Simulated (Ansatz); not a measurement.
**SrO, carrier doping**

Consider SrO in the rock salt structure (space group Fm-3m, No. 225; a = 5.195 Å).

Carriers are added at fixed cell with a uniform background; the Fermi–Dirac width is that of 300 K.

Method: PBE (Ansatz, a first-principles code), no spin-orbit coupling.

Notes on the quantities. Fermi level from band edge: Fermi level relative to the doped band's edge (positive inside the band; to 0.05 eV).

```csv
electron density (10^21 cm⁻³),Fermi level from band edge (eV)
0.7,0.25
2,0.45
3,?
5,0.80
```

Task: Fit E_F = C n^s, fitted as a line in log–log form (a parabolic band gives s = 2/3) to the rows shown and predict the withheld row.

Result: Least squares on the printed values gives C = 0.31 eV, s = 0.59 (largest residual 0.01 eV); this predicts 0.58 eV, and the run gives 0.60 eV, in agreement.

Carriers are added with a uniform compensating background; total energy and stress of such cells depend on the potential's zero and are not compared; many-body gap narrowing is missing at this level. No phonon test of stability was made.
